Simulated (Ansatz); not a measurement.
Model: Si(111) 1x1 surface, 6 top atoms, 3 bilayers, bottom bilayer H-capped and fixed, every top atom capped by H; cell 11.5 x 6.6 Å; two neighbouring H replaced by SH; about 7 Å thick over the host's atoms, 18 atoms held. Level of theory: PBE-D3(BJ) (plane waves to 420 eV, PAW; Ansatz, an electronic-structure program). k mesh 1 x 2 x 1. The slab states were run without spin polarisation. Slab thickness, cell and mesh are as stated and are not converged limits. Energies are static: no zero-point or thermal part.

Step: the surface fragment of GeH4 exchanges a second ligand with a neighbouring S-H group, starting from the surface left by an earlier step (GeH4 exchanges a ligand with a surface S-H group and H2 forms), after H2 has left. Start, atoms near the reaction:

```
atom     x (Å)   y (Å)   z (Å)
------  ------  ------  ------
Si(1)    1.901   3.349   9.486
H(14)   -0.015   0.016  11.008
H(29)    3.776  -0.015  11.027
S(46)    6.042   3.716  11.655
S(48)    1.870   3.529  11.648
H(49)    0.582   3.117  11.772
Ge(a0)   5.417   1.890  12.823
H(a2)    6.085   0.647  12.223
H(a3)    3.890   1.768  12.842
H(a4)    5.980   2.202  14.219
```

An image on its path:

| atom | x (Å) | y (Å) | z (Å) |
|---|---|---|---|
| Si(1) | 2.027 | 3.331 | 9.518 |
| H(14) | 0.021 | 0.051 | 11.037 |
| H(29) | 3.770 | -0.122 | 10.965 |
| S(46) | 6.018 | 3.848 | 11.583 |
| S(48) | 2.331 | 3.550 | 11.656 |
| H(49) | 2.291 | 1.524 | 12.483 |
| Ge(a0) | 4.374 | 2.610 | 12.435 |
| H(a2) | 4.867 | 1.144 | 12.256 |
| H(a3) | 2.687 | 0.954 | 12.809 |
| H(a4) | 4.239 | 2.905 | 13.947 |

Task: Which atoms feel the largest forces, and does the image come before the top or after it?

Result: 
| atom | Fx | Fy | Fz (eV/Å) |
|---|---|---|---|
| H(49) | -0.14 | -0.57 | 0.32 |
| H(a3) | -0.32 | -0.40 | 0.17 |
| H(a2) | -0.41 | 0.27 | -0.21 |
The image lies after the top, +0.45 eV over the start.
